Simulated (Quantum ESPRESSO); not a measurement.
## Habitual settings against a tight run: Ag (Fm-3m, 1 atom in the cell)

Self-consistent single point.

```
Ag
1.0
    0.00000     2.03289     2.03289
    2.03289     0.00000     2.03289
    2.03289     2.03289     0.00000
Ag
1
Direct
  0.00000   0.00000   0.00000
```

Computed with PBE, SSSP 1.1.2 efficiency (PBE) pseudopotentials (plane waves; Quantum ESPRESSO).

Base settings: ecutwfc = 60 Ry; occupations = smearing; smearing = cold; degauss = 0.0099958 Ry; potentials = {Ag: Ag_ONCV_PBE-1.0.oncvpsp.upf}; K_POINTS = automatic 14 14 14 0 0 0; conv_thr = 1e-10 Ry.

Tight run (finer mesh or higher cutoff; not a proven limit): ecutwfc: 60 Ry → 84 Ry; conv_thr: 1e-10 Ry → 7.3e-11 Ry; K_POINTS: automatic 14 14 14 0 0 0 → automatic 19 19 19 0 0 0. It gave Fermi level (on the code's own zero) 18.42 eV; pressure 6.30 GPa.

Quick runs, as changes from the base:
- A: the base itself
- B: ecutwfc: 60 Ry → 48 Ry; K_POINTS: automatic 14 14 14 0 0 0 → automatic 6 6 6 1 1 1
- C: ecutwfc: 60 Ry → 36 Ry; smearing: cold → mp; K_POINTS: automatic 14 14 14 0 0 0 → automatic 1 1 1 0 0 0
- D: ecutwfc: 60 Ry → 30 Ry; smearing: cold → fd; conv_thr: 1e-10 Ry → 7.3e-06 Ry; K_POINTS: automatic 14 14 14 0 0 0 → automatic 4 4 4 0 0 0
- E: ecutwfc: 60 Ry → 32 Ry; smearing: cold → gauss; degauss: 0.0099958 Ry → 0.0147 Ry; conv_thr: 1e-10 Ry → 7.3e-06 Ry; pseudopotentials: {Ag: Ag_ONCV_PBE-1.0.oncvpsp.upf} → {Ag: ag_lda_v1.4.uspp.F.UPF}; K_POINTS: automatic 14 14 14 0 0 0 → automatic 2 2 2 0 0 0; ecutrho: default → 256 Ry [LDA (PZ)]
- F: ecutwfc: 60 Ry → 36 Ry; smearing: cold → gauss; degauss: 0.0099958 Ry → 0.0147 Ry; K_POINTS: automatic 14 14 14 0 0 0 → automatic 3 3 3 0 0 0

Energies are extrapolated to zero smearing width, which holds to low order in the width alone (under cold and Methfessel-Paxton smearing the free energy itself is taken).

Dashes: pressure of D, E, not trusted under this conv_thr with d or f elements; energy of E, another energy zero.

† marks runs with another functional, U, potentials or spin treatment: their distance from the tight run is not a convergence error alone.

The count of work is k-points × plane waves × bands × iterations; it is no time. 

The starting cell comes from a database of computed structures (which also holds hypothetical and non-ambient phases and stackings), without a prior relaxation at this level. Its lattice was rescaled by a random factor within 2.5 % of one. In the base run, with a pressure of about 6 GPa the cell is away from its equilibrium volume at this level.

| run | energy less tight (meV/atom) | pressure less tight (GPa) | count of work / tight |
|---|---|---|---|
| A | -2.9 | -0.03 | 0.29 |
| B | 7.2 | 0.14 | 0.055 |
| C | -6945.8 | -107.53 | 0.00098 |
| D | 3402.1 | – | 0.0027 |
| E† | – | – | 0.0018 |
| F | 134.7 | -41.26 | 0.0041 |

Among the runs at the tight run's level, the energy misses run from 2.9 to 6945.8 meV/atom.
